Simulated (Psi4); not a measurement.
Psi4 1.11, PBE/def2-svp: Mo(NMe)2(Br)(SH) (C[N]=[Mo]([SH])([Br])=[N]C), 14 atoms. The geometry is a generated start, not checked to be a minimum at this level.

| Property | Result |
|---|---|
| task | energy |
| method | pbe |
| basis | def2-svp |
| memory | 3 GB |
| maxiter | 100 |
| keys of the molecule block | symmetry c1 |
| scf_type | df (default) |
| e_convergence | 1e-06 (default) |
| d_convergence | 1e-06 (default) |
| dft_radial_points | 75 (default) |
| dft_spherical_points | 302 (default) |
| effective core potentials | those of the basis set, past Kr |
| basis functions | 172 |
| grid points | 300403 |

```xyz
14

Mo    -0.2372     0.7082     0.7582
N      0.7557    -0.6386     1.2413
C      1.5868    -1.7708     1.2725
H      1.8418    -2.0880     0.2504
H      2.5126    -1.5582     1.8198
H      1.0773    -2.6005     1.7753
N     -0.5529     0.8981    -0.9443
C     -0.5885     0.7680    -2.3449
H     -1.5196     1.1739    -2.7573
H      0.2485     1.3153    -2.7961
H     -0.5096    -0.2891    -2.6354
Br     0.7677     2.7416     1.5371
S     -2.3202     0.2502     1.7790
H     -3.0625     1.0899     1.0445
```

Charge 0 and multiplicity 1 are set for this test and not shown to be the ground state.

With the defaults (diis = true, scf_initial_accelerator = adiis, damping_percentage = 0, level_shift = 0, level_shift_cutoff = 0.01, guess = auto, which took SAD, diis_max_vecs = 10, diis_start = 1) it converges in 14 SCF iterations. One run each on 2 threads, with these changes:
- guess = sap
- diis_max_vecs = 3
- diis_start = 4
- guess = modhuckel
- guess = core
- diis = false, scf_initial_accelerator = none, damping_percentage = 60
- guess = sadno
- guess = sapgau
- level_shift = 0.1, level_shift_cutoff = 0.001

Task: Name the settings that don't reach the solution of the defaults.

Result: No convergence: diis = false, scf_initial_accelerator = none, damping_percentage = 60 (the run ends without SCF convergence in 100 iterations). The rest reach the solution of the defaults.

```
setting                                                                SCF iterations             end
---------------------------------------------------------------------  --------------  --------------
level_shift = 0.1, level_shift_cutoff = 0.001                                      13   same solution
the defaults                                                                       14   same solution
guess = sadno                                                                      16   same solution
guess = modhuckel                                                                  16   same solution
guess = sapgau                                                                     18   same solution
guess = core                                                                       19   same solution
guess = sap                                                                        20   same solution
diis_start = 4                                                                     23   same solution
diis_max_vecs = 3                                                                  65   same solution
diis = false, scf_initial_accelerator = none, damping_percentage = 60             100  no convergence
```

1 further run of the study ended by our limits or in an error and is left out.
